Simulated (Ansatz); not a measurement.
We consider HoF₃ (Pnma, No. 62), described by LDA (Ansatz, a quantum-chemistry and plane-wave program, PAW).

Settings: plane-wave cutoff 500 eV, 6×6×10 k mesh (along the axes of the cell as run), gaussian smearing 0.02 eV, spin-polarised start, scalar-relativistic PAW data made under PBE.

Cell (relaxed at this level):

```cif
data_F12Ho4
_chemical_formula_sum 'Ho4 F12'
_space_group_name_H-M_alt 'P 1'
_space_group_IT_number 1
_cell_length_a 6.30662
_cell_length_b 6.74223
_cell_length_c 4.25546
_cell_angle_alpha 90.000
_cell_angle_beta 90.000
_cell_angle_gamma 90.000
loop_
_space_group_symop_operation_xyz
  'x, y, z'
loop_
_atom_site_label
_atom_site_type_symbol
_atom_site_fract_x
_atom_site_fract_y
_atom_site_fract_z
_atom_site_occupancy
Ho1 Ho 0.13141 0.75000 0.56333 1
Ho2 Ho 0.86859 0.25000 0.43667 1
Ho3 Ho 0.36859 0.25000 0.06333 1
Ho4 Ho 0.63141 0.75000 0.93667 1
F1 F 0.33427 0.93659 0.88478 1
F2 F 0.66573 0.06341 0.11522 1
F3 F 0.16573 0.06341 0.38478 1
F4 F 0.83427 0.93659 0.61522 1
F5 F 0.83427 0.56341 0.61522 1
F6 F 0.16573 0.43659 0.38478 1
F7 F 0.66573 0.43659 0.11522 1
F8 F 0.33427 0.56341 0.88478 1
F9 F 0.98124 0.75000 0.08168 1
F10 F 0.01876 0.25000 0.91832 1
F11 F 0.51876 0.25000 0.58168 1
F12 F 0.48124 0.75000 0.41832 1
```

Problem. Estimate the band gap that the calculation returns.

Solution. 
band gap: 0.31 eV (on the SCF k mesh)

Note: the magnetic order was assumed, not searched for or taken from measurement; the 4f shell is treated without U or exact exchange, so its levels and filling can be wrong; the volume lies 6 % below that of the published cell.

Spin–orbit coupling is not included.

Static lattice: no zero-point or thermal effects.

Computing time: around 40 core-minutes (rough).
